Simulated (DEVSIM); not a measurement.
Structure: Schottky contact on n-type ZnO, at 300 K.

Layer 1 from the left is ZnO, thickness (μm) 1.30, Nd (cm⁻³) 1e15, τn (s) 4.6e-10, τp (s) 4.6e-10.

Left contact: Schottky, work function 5.68 eV, emission velocity 1.1e7 cm/s. Right contact: ohmic. Voltage is applied to the left contact. Recombination: SRH at mid-gap, radiative. Mobility is μmin + (μ − μmin)/(1 + (N/Nref)^α).

The device is made up for the run: typed textbook-type constants, with dimensions and the other settings drawn at random. Values at 300 K.

ZnO: gap (eV) 3.37, affinity (eV) 4.5, permittivity 8.7, Nc (cm⁻³) 3.7e18, Nv (cm⁻³) 1.8e19, μn (cm²/Vs) 200, μp (cm²/Vs) 20, μn,min 20, μp,min 2, Nref,n 1e18, Nref,p 1e18, αn 0.6, αp 0.6, B (cm³/s) 1e-10.

Model (solved in DEVSIM): 1D drift-diffusion, Boltzmann statistics, complete ionisation; no tunnelling, impact ionisation, image-force lowering or self-heating. Metal contacts follow the ideal Schottky-Mott rule: no Fermi-level pinning, no interface dipoles.

Dark forward current:

```csv
|V| (V),|J| (A/cm²)
0.05,1.472e-13
0.10,1.140e-12
0.15,7.837e-12
0.20,5.297e-11
0.25,3.565e-10
0.30,2.393e-9
0.35,1.601e-8
0.40,1.068e-7
0.45,7.093e-7
0.50,4.686e-6
0.55,3.076e-5
0.60,0.0002001
0.65,0.001286
0.70,0.008120
0.75,0.04965
0.80,0.2829
0.85,1.351
0.90,4.571
0.95,10.56
1.00,18.68
1.05,28.14
1.10,38.42
1.15,49.24
1.20,60.41
1.25,71.83
1.30,83.41
```

### Question
Work out the local ideality factor n = ΔV / (kT/q · ln(J2/J1)) between the rows 0.15 and 0.20 V, 1.25 and 1.30 V.

### Answer
kT/q = 25.85 mV. From 0.15 to 0.20 V: ln(5.297e-11/7.837e-12) = 1.911, n = 1.01, near the 1 of diffusion or emission over a barrier. From 1.25 to 1.30 V: ln(83.41/71.83) = 0.149, n = 12.94; the layers' resistance at their doping, Σ W/(qμN) = 0.0041 Ω cm², would take 48 mV of this step of 50 mV.

### Question
Estimate the current at 0.40 V for emission alone, J0 = q v N_band exp(−φB/kT), and read the barrier back from the simulated current.

### Answer
φB = 1.180 eV, N_band = 3.70e18 cm⁻³, J0 = 9.76e-14 A/cm²; J = J0 (exp(qV/kT) − 1) = 5.13e-7 A/cm². The simulation gives 1.07e-7 A/cm²; the estimate lies 380 % above. Read backwards, the simulated current gives an apparent barrier of 1.221 eV. The estimate leaves out transport through the depletion region and minority injection.
